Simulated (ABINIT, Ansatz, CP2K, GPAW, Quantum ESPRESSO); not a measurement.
**One structure in several programs: CdPd₃ (I4/mmm, 4 atoms in the cell)**

Self-consistent single point.

```yaml
crystal:
  lattice:
    - [-1.95519, 1.95519, 3.88156]
    - [1.95519, -1.95519, 3.88156]
    - [1.95519, 1.95519, -3.88156]
  atoms:
    - { symbol: Cd, position: [0.00000, 0.00000, 0.00000] }
    - { symbol: Pd, position: [0.75000, 0.25000, 0.50000] }
    - { symbol: Pd, position: [0.25000, 0.75000, 0.50000] }
    - { symbol: Pd, position: [0.50000, 0.50000, 0.00000] }
```

All programs got the same cell, k-point mesh and kind of occupations (in Ansatz's words: kpoints.mp_grid.grid = 8 8 8; scf.occupations.method = fermi_dirac; scf.occupations.width = 0.1 eV); potentials, basis and cutoffs are each program's usual ones.

```
code                                                                                   model  pressure (GPa)  k-points       cutoff
----------------  --------------------------------------------------------------------------  --------------  --------  -----------
Quantum ESPRESSO                        PBEsol, GBRV 1.5 ultrasoft (PBESOL) pseudopotentials            8.55        59        40 Ry
ABINIT                                    PBEsol, PAW (JTH v2.0 PBE PAW, files made for PBE)            7.49        59        48 Ry
Ansatz                                                       PBEsol, PAW files made with PBE            7.71        59       420 eV
GPAW                                   PBEsol, GPAW PAW datasets PBEsol (made by gpaw-setup)            7.76        59       550 eV
CP2K              PBEsol, GPW, DZVP-MOLOPT-SR-GTH basis, GTH-PBE potentials (GTH_POTENTIALS)           10.96       260  grid 500 Ry
```

The spread over the programs that give each value: pressure within 3.47 GPa.

The starting cell comes from a database of computed structures (which also holds hypothetical and non-ambient phases and stackings), without a prior relaxation at this level. Its lattice was rescaled by a random factor within 2.5 % of one. On Ansatz's run: Spin polarisation is off. In the base run, with a pressure of about 8 GPa the cell is away from its equilibrium volume at this level.

Question: Why do the programs differ, and what cannot be compared?

Answer: Differences of this kind can come from the potentials, where these differ, and from what each basis and cutoff leave unconverged. The valence holds different numbers of electrons (Quantum ESPRESSO 60, ABINIT 66, Ansatz (a first-principles code) 74, GPAW 60, CP2K 66). The zero of total energies and Fermi levels follows the potentials and each program's conventions, so they are not compared here. CP2K uses small atom-centred bases, whose incompleteness enters pressures, forces and empty levels differently from a plane-wave cutoff. Ansatz's pressure is given at a fixed set of plane waves, as the other plane-wave codes print theirs; with its correction for the finite basis it is 7.76 GPa. The programs reduce the same mesh by symmetry to different extents, which changes the work and not the result. In the pressure, CP2K (by 3.22) lies more than 1 GPa from the median of the plane-wave programs.

Left out of this page: FLEUR (with a known weakness of the program); SIESTA (unsound by tests on forces, stress, charge or solver warnings).

Keys are those of Ansatz 0.2.
